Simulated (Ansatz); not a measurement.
RhAl (Pm-3m): band-structure transport figures

Consider the following.

```xyz
2
Lattice="2.9719 0.0000 0.0000 0.0000 2.9719 0.0000 0.0000 0.0000 2.9719" Properties=species:S:1:pos:R:3 pbc="T T T"
Al     0.0000     0.0000     0.0000
Rh     1.4859     1.4859     1.4859
```

All values below come from PBEsol, rigid bands (plane waves, PAW, scalar-relativistic; Ansatz, a program for electronic structure). How the cell was made: cell and atoms relaxed with PBEsol.

The density of states at the Fermi level is 0.464 states/(eV·cell), both spins and the bare Sommerfeld coefficient is 0.55 mJ/(mol of atoms·K²). The drude plasma energy comes out as 4.9 eV, the root-mean-square Fermi velocity comes out as 7.2e5 m/s and the resistivity times τ is 20 ×10⁻²² Ω·m·s.

A metal at this level (no band gap); rigid bands, thermally averaged at 300 K, both spins. Spin-orbit coupling is left out. τ is one relaxation time for all states.

Computed structure, not matched to a measured one here, so possibly hypothetical: RhAl (Pm-3m).
